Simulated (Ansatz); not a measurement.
**Worked sum: reaction energy**

Subject: the reaction energy. Reaction: FeO (rock salt) + H2 (gas) → Fe (bcc) + H2O (gas). A negative value means that the right-hand side lies lower.

FeO (rock salt, Fm-3m), 2 atoms in the cell; metallic (partly filled levels) with PBE; spin state with PBE: net moment 4.0 μB a cell. Conventional cell: a = b = c = 4.309 Å, α = β = γ = 90.00°.

Fe (bcc, Im-3m), 1 atom in the cell; spin state with PBE: net moment 2.2 μB a cell.

Method: Ansatz (a first-principles code), PAW, neutral cells at 0 K with nuclei at rest, on structures from PBE. Ansatz runs with its default PAW set. Other levels take these structures. The lattices are those relaxed with PBE, so at other levels the solids can be strained, which adds to the spread. A dispersion term (D3(BJ), or D4 for r2SCAN) was computed beside these levels and is taken off wherever the name lacks it. No Hubbard U is applied. Spin states are those reached from the starting moments, not proven ground states. Where moments are parallel, another order may lie lower. The state moves with the level: Fe (bcc) has a net moment of 2.6 μB with r2SCAN and 2.2 μB with PBE.

Total energies of the cells in eV, at zero smearing width. They compare only within one column; the weights balance every element.

| cell | atoms | weight | r2SCAN | LDA |
|---|---|---|---|---|
| Fe (bcc) | 1 | +1 | -4485.88380 | -4419.88352 |
| FeO (rock salt) | 2 | −1 | -5054.30637 | -4974.16485 |
| H2O (gas) | 3 | +1 | -600.36457 | -586.15620 |
| H2 (gas) | 2 | −1 | -31.88989 | -30.95270 |

r2SCAN: (-4485.88380) − (-5054.30637) + (-600.36457) − (-31.88989) = -0.052 eV.

LDA: (-4419.88352) − (-4974.16485) + (-586.15620) − (-30.95270) = -0.922 eV.

What follows from the r2SCAN value: Per mole of the reaction as written, -0.052 eV × 96.485 = -5.0 kJ.
